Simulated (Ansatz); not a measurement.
**A computed series for CdI2: response to strain**

Base system: CdI₂ in the CdI2 type structure (space group P-3m1, No. 164; a = 4.153 Å, c = 6.551 Å; layered, stacked along the Cartesian z axis). Axes: x lies along a and z along c of the hexagonal cell.

Strains are applied to the cell and any free atomic positions relax.

The values are results of PBEsol-D3(BJ)/PAW in Ansatz (a program for electronic structure), without spin-orbit coupling, not measurements.

Candidates:
(a) uniaxial strain ε_xx = −3.00 %
(b) uniaxial strain ε_xx = +2.00 %
(c) uniaxial strain ε_xx = +3.00 %

Notes on the quantities. energy relative to the base: free energy F.

**Question.** Order them by energy relative to the base, lowest first.

**Answer.** (b) uniaxial strain ε_xx = +2.00 % (+1.9 meV/atom), (c) uniaxial strain ε_xx = +3.00 % (+4.2 meV/atom), (a) uniaxial strain ε_xx = −3.00 % (+4.9 meV/atom)

No phonon test of stability was made.
